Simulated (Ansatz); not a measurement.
Cubic perovskite CsPbCl₃ (cubic high-temperature phase) was calculated with PBE (PAW; Ansatz, a program for electronic structure).

Run with plane-wave cutoff 520 eV, 4×4×4 k mesh, perturbation theory, scalar-relativistic PAW data made under PBE.

The cell has the measured lattice parameters. Conventional cell: a = 5.6050 Å, b = 5.6050 Å, c = 5.6050 Å, α = 90.00°, β = 90.00°, γ = 90.00°.

```
CELL_PARAMETERS angstrom
      5.60500     0.00000     0.00000
      0.00000     5.60500     0.00000
      0.00000     0.00000     5.60500
ATOMIC_POSITIONS crystal
  Cs 0.00000 0.00000 0.00000
  Pb 0.50000 0.50000 0.50000
  Cl 0.50000 0.00000 0.50000
  Cl 0.00000 0.50000 0.50000
  Cl 0.50000 0.50000 0.00000
```

Harmonic phonon frequencies (cm⁻¹; i marks an imaginary mode; at Γ without the LO shift):

| q point | frequencies |
|---|---|
| Γ | 13i 13i 13i 0 0 0 14 14 14 39 39 39 154 154 154 |
| X | 11 11 20 20 27 33 33 38 38 44 55 110 154 154 262 |
| M | 56i 11 11 22 31 38 38 42 42 90 104 104 154 234 271 |

Imaginary modes appear, so the structure is dynamically unstable at this level.

Note: the run warned that the k mesh is coarse for the response to a field; the run finds an imaginary mode (56i cm⁻¹), so the cell is a saddle point at this level; the cell isn't this level's own, so it is under some stress, which shifts stiffness and frequencies.
